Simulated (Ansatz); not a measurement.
The starting structures come from a database of crystals and need not be the phases stable at ambient conditions.

The decay constant κ of evanescent states in the gap governs leakage through a thin film.

Given:

```xyz
10
Lattice="5.6413 0.0000 0.0000 0.0000 5.6905 0.0000 0.0000 0.0000 3.8806" Properties=species:S:1:pos:R:3 pbc="T T T"
La     4.2310     4.3573     0.0000
La     1.4103     1.3332     0.0000
Ti     4.2310     1.5318     1.9403
Ti     1.4103     4.1587     1.9403
N      0.0000     2.8452     1.9403
N      2.8206     2.8452     1.9403
O      0.0000     0.0000     1.9403
O      2.8206     0.0000     1.9403
O      1.4103     4.4417     0.0000
O      4.2310     1.2488     0.0000
```

Space group of this cell: Pmma. The cell is taken as given; by r2SCAN its mean pressure is -3.1 GPa.

Transport runs along the normal of the first two printed cell vectors.

The gap is the functional's own. No spin-orbit coupling. Mid-gap values are interpolated on the energy grid.

Question: Estimate the band gap and the smallest decay constant κ at mid-gap that r2SCAN in Ansatz (a quantum-chemistry and plane-wave program) returns for this system.

Answer: Gap 1.08 eV on a 6×6×8 mesh; κ = 0.216 1/Å, at the zone centre.
